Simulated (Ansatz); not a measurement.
Band structure of ZrAs (P6_3/mmc, 8 atoms in the cell).

```xyz
8
Lattice="3.8700 0.0000 0.0000 -1.9350 3.3516 0.0000 0.0000 0.0000 13.0205" Properties=species:S:1:pos:R:3 pbc="T T T"
Zr     0.0000     2.2344     1.5174
Zr     1.9350     1.1172    11.5031
Zr     1.9350     1.1172     8.0277
Zr     0.0000     2.2344     4.9928
As     0.0000     0.0000     0.0000
As     0.0000     0.0000     6.5102
As     0.0000     2.2344     9.7654
As     1.9350     1.1172     3.2551
```

Method: PBEsol, PAW files made with PBE (plane waves; Ansatz, an electronic-structure program).

Settings: basis.ecutwfc = 30.9 Ry; kpoints.mp_grid.grid = 5 5 2; hamiltonian.xc = pbesol; hamiltonian.pseudopotentials = {kind: paw} (an earlier, softer set of the program's PAW files); scf.occupations.method = gaussian; scf.occupations.width = 0.0073 Ry; kpoints.band_path.npoints = 8.

The starting cell comes from a database of computed structures (which also holds hypothetical and non-ambient phases and stackings), without a prior relaxation at this level. Its lattice was rescaled by a random factor within 2.5 % of one.

Levels in eV from the Fermi level, bands 51 to 58:
```
point     51     52     53     54    55    56    57    58
-----  -----  -----  -----  -----  ----  ----  ----  ----
Γ      -0.19  -0.12  -0.12   0.00  0.00  0.18  0.18  0.82
M      -2.15  -1.87  -1.29  -0.87  0.43  1.52  1.88  1.98
K      -2.87  -2.87   0.12   0.72  0.72  1.20  1.53  1.57
A      -1.13  -1.13   0.05   0.05  0.05  0.05  0.28  0.28
L      -1.70  -1.70  -1.39  -1.39  1.12  1.12  1.97  1.97
H      -2.78  -2.78   0.49   0.49  0.88  0.88  1.06  1.06
```

Bands cross the Fermi level along this path, so the cell is metallic at this level.

Keys are those of Ansatz 0.2.
